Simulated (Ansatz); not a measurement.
PbTe (model structure, started from the litharge type, P4/nmm, No. 129, 4 atoms in the cell): lattice parameter a by level of theory

No measured value is used here.

```json
[
 {"level (code)": "LDA (Ansatz)", "value (Å)": "5.510"},
 {"level (code)": "PBE (Ansatz)", "value (Å)": "?"},
 {"level (code)": "PBEsol (Ansatz)", "value (Å)": "5.563"},
 {"level (code)": "PBE-D3(BJ) (Ansatz)", "value (Å)": "5.595"},
 {"level (code)": "r²SCAN+rVV10 (Ansatz)", "value (Å)": "5.614"}
]
```

**Question.** What belongs in the gaps?

**Answer.** 
- PBE (Ansatz, a program for electronic structure), value (Å): 5.671

Density-functional levels without +SOC have no spin–orbit coupling. PBE-D3(BJ): a distance lies near a switch of the dispersion term, which can move the cell. Cutoffs differ between the levels. Ansatz's density-functional and Hartree–Fock values are scalar-relativistic unless marked +SOC, with PAW data made under PBE.

A model structure was made by putting elements into a prototype or built by hand; it is no filed structure, need not be a known phase, and can be a saddle point held by its symmetry.
